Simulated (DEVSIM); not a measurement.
Device: illuminated Si n-on-p cell, one wavelength, with a back-surface field, at 300 K.

Layer 1 from the left is Si, thickness (μm) 0.420, Nd (cm⁻³) 6.8e18, τn (s) 2.1e-5, τp (s) 0.00035, absorption coefficient (cm⁻¹) 900. Layer 2 from the left is Si, thickness (μm) 140, Na (cm⁻³) 8.4e16, τn (s) 0.00093, τp (s) 0.00093, absorption coefficient (cm⁻¹) 900. Layer 3 from the left is Si, thickness (μm) 0.330, Na (cm⁻³) 2.2e18, τn (s) 0.00093, τp (s) 0.00093, absorption coefficient (cm⁻¹) 900.

Left contact: ohmic, minority hole recombination velocity 200 cm/s. Right contact: ohmic, minority electron recombination velocity 1e5 cm/s. Voltage is applied to the left contact. Recombination: SRH at mid-gap, radiative, Auger. Light enters at the left, 4.3e17 photons cm⁻² s⁻¹, one pass, no reflection. Mobility is μmin + (μ − μmin)/(1 + (N/Nref)^α).

The device is made up for the run: typed textbook-type constants, with dimensions and the other settings drawn at random. Values at 300 K.

Si: gap (eV) 1.124, affinity (eV) 4.05, permittivity 11.7, Nc (cm⁻³) 2.86e19, Nv (cm⁻³) 3.1e19, μn (cm²/Vs) 1417, μp (cm²/Vs) 470, μn,min 52, μp,min 45, Nref,n 9.7e16, Nref,p 2.2e17, αn 0.68, αp 0.72, B (cm³/s) 4.7e-15, Cn (cm⁶/s) 2.8e-31, Cp (cm⁶/s) 9.9e-32.

DEVSIM, 1D drift-diffusion, Boltzmann statistics, complete ionisation; no tunnelling, impact ionisation, image-force lowering or self-heating.

Dark forward current:

```tsv
|V| (V)	|J| (A/cm²)
0.20	5.014e-10
0.25	3.297e-9
0.30	2.233e-8
0.35	1.531e-7
0.40	1.056e-6
0.45	7.292e-6
0.50	5.041e-5
0.55	0.0003486
0.60	0.002411
0.65	0.01667
0.70	0.1149
0.75	0.7775
0.80	4.817
0.85	24.29
0.90	93.70
0.95	261.0
1.00	542.1
1.05	925.4
1.10	1395
1.15	1936
1.20	2538
```

### Question
Work out the local ideality factor n = ΔV / (kT/q · ln(J2/J1)) between the rows 0.20 and 0.25 V, 0.55 and 0.60 V, 1.15 and 1.20 V.

### Answer
kT/q = 25.85 mV. From 0.20 to 0.25 V: ln(3.297e-9/5.014e-10) = 1.883, n = 1.03, near the 1 of diffusion or emission over a barrier. From 0.55 to 0.60 V: ln(0.002411/0.0003486) = 1.934, n = 1.00, near the 1 of diffusion or emission over a barrier. From 1.15 to 1.20 V: ln(2538/1936) = 0.271, n = 7.14.

### Question
What current could the absorbed light give at most, and what share is collected?

### Answer
Σ αd = 12.7, so qΦ(1 − exp(−Σ αd)) = 68.9 mA/cm². The simulated short-circuit current is 65.62 mA/cm², a share of 0.95.

### Question
Estimate the open-circuit voltage by superposition: the voltage at which the dark current equals that short-circuit current.

### Answer
Interpolating ln J in the table gives 0.685 V. The simulation gives 0.685 V, the same within the digits that matter. Superposition holds where collection doesn't change with voltage.

### Question
Estimate the fill factor from FF0 = (v − ln(v + 0.72))/(v + 1), v = qVoc/(nkT), with n from the dark curve.

### Answer
The rows about Voc, 0.65 and 0.70 V, give n = 1.00, so v = 26.4 and FF0 = 0.843. The simulation gives 0.843, the same within the digits that matter.
